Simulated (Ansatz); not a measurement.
SrVO3, pressure series

The reference is SrVO$_{3}$ in the cubic perovskite structure (space group Pm-3m, No. 221; a = 3.841 Å; ferromagnetic).

Cell and atoms are relaxed at each pressure.

Level of theory: r2SCAN in Ansatz (plane waves to 500 eV, PAW, no spin-orbit coupling).

Notes on the quantities. enthalpy: H = E + PV relative to the base's energy.

```json
[
 {"case": "base", "lattice parameter a": "3.841 Å", "enthalpy": "–"},
 {"case": "pressure −2 GPa", "lattice parameter a": "3.854 Å", "enthalpy": "-0.14 eV/atom"},
 {"case": "pressure −1 GPa", "lattice parameter a": "(withheld)", "enthalpy": "-0.07 eV/atom"},
 {"case": "pressure 3 GPa", "lattice parameter a": "3.822 Å", "enthalpy": "+0.21 eV/atom"},
 {"case": "pressure 7 GPa", "lattice parameter a": "3.798 Å", "enthalpy": "+0.49 eV/atom"},
 {"case": "pressure 15 GPa", "lattice parameter a": "(withheld)", "enthalpy": "+1.02 eV/atom"},
 {"case": "pressure 30 GPa", "lattice parameter a": "3.683 Å", "enthalpy": "+1.98 eV/atom"},
 {"case": "pressure 50 GPa", "lattice parameter a": "3.616 Å", "enthalpy": "+3.20 eV/atom"},
 {"case": "pressure 75 GPa", "lattice parameter a": "(withheld)", "enthalpy": "+4.63 eV/atom"},
 {"case": "pressure 100 GPa", "lattice parameter a": "(withheld)", "enthalpy": "+5.99 eV/atom"}
]
```

### Question
What belongs in the blanks?

### Answer

- pressure −1 GPa, lattice parameter a: 3.847 Å
- pressure 15 GPa, lattice parameter a: 3.755 Å
- pressure 75 GPa, lattice parameter a: 3.550 Å
- pressure 100 GPa, lattice parameter a: 3.495 Å

The magnetic state is the one reached from the starting moments; the real material's order can differ, and small cells can't hold many antiferromagnetic ones. Load acts through the strain it causes; cell and atoms are relaxed under it. Stability against distortions was not tested. No other phases were tried under pressure. Seeded moments were not kept for pressure 30 GPa, pressure 50 GPa, pressure 75 GPa and pressure 100 GPa. No Hubbard U is applied, and correlation can decide whether such a compound is a metal.

Ansatz is a first-principles code.
